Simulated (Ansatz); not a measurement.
# Sn with two functionals, biaxial strain −1.09 %, plane normal [001], relaxed out of plane

Base system: Sn (space group I4_1/amd, No. 141; a = 5.9495 Å, c = 3.2137 Å; relaxed with 0.1 eV smearing). Axes: x, y, z lie along a, b, c of the conventional cell.

(Cell as relaxed with PBE.)

Levels (all Ansatz, a quantum-chemistry and plane-wave program, PAW): PBE (420 eV, no spin-orbit coupling); r2SCAN (500 eV, no SOC).

Each level relaxes its own structure.

| base | PBE | r2SCAN |
|---|---|---|
| volume per atom | 28.44 Å³ | 27.60 Å³ |
| lattice parameter a | 5.949 Å | 5.887 Å |
| band gap | zero | zero |

Now apply this change: biaxial strain −1.09 %, plane normal [001], relaxed out of plane (Cartesian); in-plane vectors clamped, the third vector and the atoms free.

| quantity | PBE | r2SCAN |
|---|---|---|
| ratio −ε⊥/ε∥ | 0.73 | [?] |
| mean in-plane stress (compression positive) | +1.0 GPa | [?] |
| energy relative to the base (free energy F) | +2.0 meV/atom | [?] |

Given the PBE results, estimate those of r2SCAN.


- ratio −ε⊥/ε∥, r2SCAN: 0.55
- mean in-plane stress (compression positive), r2SCAN: +1.3 GPa
- energy relative to the base (free energy F), r2SCAN: +2.3 meV/atom

PBE's ratio −ε⊥/ε∥ lies 0.186 above r2SCAN's; PBE's in-plane stress lies 0.3 GPa below r2SCAN's; PBE's energy relative to the base lies 0.3 meV/atom below r2SCAN's. Neither level is exact; r2SCAN is the comparison here, not a measurement.

A biaxial case was relaxed in a doubled cell and then solved in the primitive one. Stability against distortions was not tested.
